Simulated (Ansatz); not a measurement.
# What electrons 3.0×10^21 cm⁻³ does to Te

Take Te (space group P3_121, No. 152; a = 4.521 Å, c = 5.954 Å; made of chains) as the base.

Now apply this change: electron doping at 3.0×10^21 cm⁻³ (0.316 per cell), with a uniform compensating background at fixed cell and a 300 K Fermi–Dirac width.

The values are results of PBE, PAW, 420 eV (Ansatz, a quantum-chemistry and plane-wave program; spin-orbit coupling left out), not measurements. Γ-centred 15×15×10 mesh, Fermi–Dirac width 0.0259 eV.

The gap between the host's bands shrinks by 0.09 eV, from 0.23 eV to 0.14 eV and the gap character changes from indirect, L–H (80 % along) → H to indirect, H → A. The largest internal atomic displacement amounts to 0.069 Å and the Fermi level relative to the doped band's edge (positive inside the band; to 0.05 eV) amounts to +0.35 eV.

Final structure:

```
CELL_PARAMETERS angstrom
      4.52090     0.00000     0.00000
     -2.26045     3.91521     0.00000
      0.00000     0.00000     5.95427
ATOMIC_POSITIONS crystal
  Te 0.28346 0.00000 0.33333
  Te 0.00000 0.28346 0.66667
  Te 0.71654 0.71654 0.00000
```
Cell charge -0.316177.

Carriers are added with a uniform compensating background; total energy and stress of such cells depend on the potential's zero and are not compared; many-body gap narrowing is missing at this level. With Te present, leaving out spin-orbit coupling can change the band edges. Stability against distortions was not tested. No dispersion term is included, though the crystal is made of layers, chains or molecules, so its spacings can come out too wide. A zero or small gap of Te can be the functional's error rather than a property of the material.
